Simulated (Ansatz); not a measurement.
For cubic perovskite CsHgCl3, PBEsol (PAW; Ansatz, an electronic-structure program) gives:

```
Property                          Result
------------------------------  --------
equilibrium lattice constant a   5.268 Å
bulk modulus                    34.2 GPa
```

Q: What does r²SCAN+SOC (Ansatz, plane waves, PAW) give for the same quantities?

A: 
- lattice constant a: 5.318 Å (rises by 0.9 %)
- bulk modulus: 34.3 GPa (hardly moves)

For comparison: lattice constant a 5.41 Å (measured, temperature not stated, no zero-point or thermal correction; as tabulated in Moreira and Dias (2007), arXiv:cond-mat/0703451).

Changes are worked out from the printed values.

Unless a cell is named, each level is at its own relaxed cell (PBEsol 29.24, r²SCAN+SOC 30.08 Å³/atom).

Levels without +SOC leave out spin–orbit coupling, which shifts energies and cells of such heavy elements.

Caveats: the relaxation could not lower the start's symmetry, so the cell can be a saddle point above a distorted one (PBEsol, r²SCAN+SOC). Ansatz's density-functional and Hartree–Fock values are scalar-relativistic unless marked +SOC, with PAW data made under PBE.
